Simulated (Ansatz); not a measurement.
Consider HgTe in the zinc blende structure (space group F-43m, No. 216; a = 6.573 Å).

Structures relaxed with Ansatz (an electronic-structure program), r2SCAN, PAW, cutoff 500 eV, without spin-orbit coupling.

Base:

Simulated powder pattern, Cu Kα1, λ = 1.54056 Å (kinematic, ideal powder, no thermal factors, no anomalous dispersion; the 14 strongest lines at most, above 2 %, up to 2θ = 90°):

| 2θ (°) | I/Imax (%) | hkl |
|---|---|---|
| 23.42 | 100 | (111) |
| 27.11 | 5.5 | (200) |
| 38.72 | 78 | (220) |
| 45.75 | 52 | (311) |
| 55.91 | 13 | (400) |
| 61.44 | 22 | (331) |
| 63.22 | 2.4 | (420) |
| 70.08 | 28 | (422) |
| 75.03 | 16 | (511) |
| 83.05 | 8.9 | (440) |
| 87.79 | 17 | (531) |

The change: every Hg is replaced by Cd; the structure is relaxed again.

After the change:

Simulated powder pattern, Cu Kα1, λ = 1.54056 Å (kinematic, ideal powder, no thermal factors, no anomalous dispersion; the 14 strongest lines at most, above 2 %, up to 2θ = 90°):

```tsv
2θ (°)	I/Imax (%)	hkl
23.48	100	(111)
38.81	80	(220)
45.86	49	(311)
56.05	13	(400)
61.60	20	(331)
70.27	26	(422)
75.24	15	(333)
83.29	8.4	(440)
88.05	15	(531)
```

The indices refer to each structure's own conventional cell; one index is shown for lines that coincide.

Stability against distortions was not tested. All final runs are without spin polarisation.
